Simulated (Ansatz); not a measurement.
Hypothetical diamond Cu: thickness series

The reference is Cu in the diamond structure (space group Fd-3m, No. 227; a = 5.231 Å; a hypothetical phase, not in the database extracts checked). Axes: x, y, z lie along the cube axes.

Free-standing slabs (2 atom(s) a layer) normal to [110] with 15 Å of vacuum; in-plane cell held at bulk.

Method: plane-wave PAW DFT at the PBEsol level (Ansatz, a quantum-chemistry and plane-wave program, 420 eV), scalar-relativistic without spin-orbit coupling.

Notes on the quantities. excess energy per area of both faces: slab less bulk energy over the cell's area: twice a surface energy; uncertain by up to 0.1 J/m²; layer's space group: with vacuum.

```csv
change,thickness between the outermost nuclei,excess energy per area of both faces,layer's space group
1 layer,–,–,Pmma (No. 51)
2 layers,1.89 Å,1.60 J/m²,Pmna (No. 53)
3 layers,3.81 Å,1.64 J/m²,Pmma (No. 51)
4 layers,5.70 Å,1.7 J/m²,Pmna (No. 53)
5 layers,7.58 Å,1.7 J/m²,Pmma (No. 51)
6 layers,9.40 Å,1.7 J/m²,Pmna (No. 53)
7 layers,11.26 Å,1.7 J/m²,Pmma (No. 51)
```

The excess energy carries the mismatch between the slab's and the bulk's meshes. Whether these cells are dynamically stable was not tested. All final runs are without spin polarisation.
